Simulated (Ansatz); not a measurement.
MgS: pressure series

Take MgS in the rock salt structure (space group Fm-3m, No. 225) as the base.

```xyz
2
Lattice="0.0000 2.5646 2.5646 2.5646 0.0000 2.5646 2.5646 2.5646 0.0000" Properties=species:S:1:pos:R:3 pbc="T T T"
Mg     0.0000     0.0000     0.0000
S      2.5646     2.5646     2.5646
```

Cell and atoms are relaxed at each pressure.

Computed with LDA (Ansatz, an electronic-structure program; PAW; 420 eV plane waves; no SOC).

| case | band gap | smallest direct gap | lattice parameter a |
|---|---|---|---|
| base | 2.65 eV | 3.83 eV | 5.129 Å |
| pressure −2 GPa | 2.60 eV | 3.62 eV | 5.172 Å |
| pressure −1 GPa | 2.62 eV | 3.73 eV | 5.150 Å |
| pressure 0.9 GPa | 2.67 eV | 3.91 eV | 5.111 Å |
| pressure 2.1 GPa | 2.70 eV | 4.03 eV | 5.088 Å |
| pressure 4.5 GPa | 2.75 eV | 4.24 eV | 5.046 Å |
| pressure 9 GPa | 2.83 eV | 4.61 eV | 4.978 Å |
| pressure 15 GPa | 2.91 eV | 5.05 eV | 4.901 Å |
| pressure 22.5 GPa | 3.00 eV | 5.29 eV | 4.822 Å |
| pressure 30 GPa | 3.07 eV | 5.48 eV | 4.755 Å |

Load acts through the strain it causes; cell and atoms are relaxed under it. No phonon test of stability was made. No other phases were tried under pressure.
